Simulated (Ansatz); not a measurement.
The starting structures come from a database of crystals and need not be the phases stable at ambient conditions.

 Where the default PAW files enter, the runs use the earlier of Ansatz's two default sets.

By PBEsol, the system below comes out a metal.

Without scattering a metal conducts by its projected Fermi surface.

Given:

```xyz
2
Lattice="3.0600 0.0000 0.0000 0.0381 4.3177 0.0000 0.0000 0.0000 4.2606" Properties=species:S:1:pos:R:3 pbc="T T T"
Sb     0.0638     3.2764     3.1954
Sb     3.0343     1.0413     1.0651
```

Space group of this cell: P2_1/m. The cell is strained (all lengths scaled by 0.98); by PBEsol its mean pressure is 1.4 GPa.

The current flows along the normal of the first two printed cell vectors. No spin-orbit coupling; the value is a mean over 0.1 eV about the Fermi level.

Q: State the ballistic conductance per area according to PBEsol (Ansatz, a program for electronic structure).

A: 1.1 × 10¹⁵ S/m² for both spins.
